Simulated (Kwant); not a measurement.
Model system: wire with a row of barriers in a GaN two-dimensional gas. Effective mass 0.22 mₑ, grid spacing 2.7 nm, hard walls, nominal width 80 nm (29 grid rows, so walls 81 nm apart), one parabolic valley, scattering region 270 nm long along x; energies count from the band bottom; Fermi energy swept from 0.00021365 to 0.0025371 eV. 2 barrier(s) across the wire, height 0.0062 eV, thickness 10.8 nm (about 4 grid columns), spaced by 43.2 nm.

The device is made up for the run: typed textbook-type constants, with dimensions and the other settings drawn at random.

Kwant, effective-mass tight-binding model on a square grid, one spin, coherent transport at 0 K. Conductance is in e²/h.

Q: How many channels do the leads carry at E = 1.34, 1.57, 2.14 meV?

A: The hard-wall thresholds are n² ħ²π²/(2mW²) = n² × 0.261 meV with W = 81 nm. √(1.34/0.261) = 2.27, so 2. √(1.57/0.261) = 2.46, so 2. √(2.14/0.261) = 2.87, so 2.
